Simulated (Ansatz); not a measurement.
Reference: CaF2 (Fm-3m), PBEsol, rigid bands (plane waves, PAW, scalar-relativistic; Ansatz, a program for electronic structure); axes and stresses refer to this cell.

```yaml
crystal:
  lattice:
    - [0.00000, 2.71029, 2.71029]
    - [2.71029, 0.00000, 2.71029]
    - [2.71029, 2.71029, 0.00000]
  atoms:
    - { symbol: Ca, position: [0.00000, 0.00000, 0.00000] }
    - { symbol: F, position: [0.75000, 0.75000, 0.75000] }
    - { symbol: F, position: [0.25000, 0.25000, 0.25000] }
```

The Seebeck coefficient, n-type 1e19 cm⁻³ is -225 μV/K and the hole conductivity mass is 2.0 mₑ. The band gap is 7.25 eV.

**Question.** Change: hydrostatic pressure 5 GPa. What happens to Seebeck coefficient, n-type 1e19 cm⁻³, hole conductivity mass, band gap?

**Answer.** Seebeck coefficient, n-type 1e19 cm⁻³ moves little, to -226 μV/K; hole conductivity mass decreases to 1.93 mₑ; band gap grows to 7.56 eV.

Masses are for dilute carriers at 300 K, harmonic means over directions unless an axis is named. Seebeck coefficients are for the stated density at 300 K, with one relaxation time for all states and whether or not that doping can be reached. Spin-orbit coupling is left out unless a row names it. Stresses and pressures are the targets of the relaxation.  The structure type is held under load, also where the real crystal would transform.
